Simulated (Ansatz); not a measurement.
The starting structures come from a database of crystals and need not be the phases stable at ambient conditions.

By PBEsol, the system below comes out a metal.

A figure of merit of an interconnect metal is its ballistic conductance per area.

Consider the following.

```yaml
crystal:
  lattice:
    - [4.82466, 0.00000, 0.00000]
    - [0.00000, 4.82466, 0.00000]
    - [2.41233, -2.41233, 3.48117]
  atoms:
    - { symbol: Mg, position: [0.00000, 0.00000, 0.00000] }
    - { symbol: Mg, position: [0.75000, 0.75000, 0.50000] }
    - { symbol: Cu, position: [0.37500, 0.37500, 0.75000] }
    - { symbol: Cu, position: [0.37500, 0.87500, 0.25000] }
    - { symbol: Cu, position: [0.87500, 0.37500, 0.75000] }
    - { symbol: Cu, position: [0.37500, 0.37500, 0.25000] }
```

Space group of this cell: I4_1/amd. The cell is strained (lengths across the current scaled by 0.98, ions clamped); by PBEsol its mean pressure is 3.2 GPa.

The current flows along the normal of the first two printed cell vectors, the (001) (indices of the unstrained crystal) plane of the conventional cell. No spin-orbit coupling; the value is a mean over 0.1 eV about the Fermi level.

Q: Compute, with PBEsol (Ansatz, an electronic-structure program), the ballistic conductance per area.

A: 0.93 × 10¹⁵ S/m² for both spins.
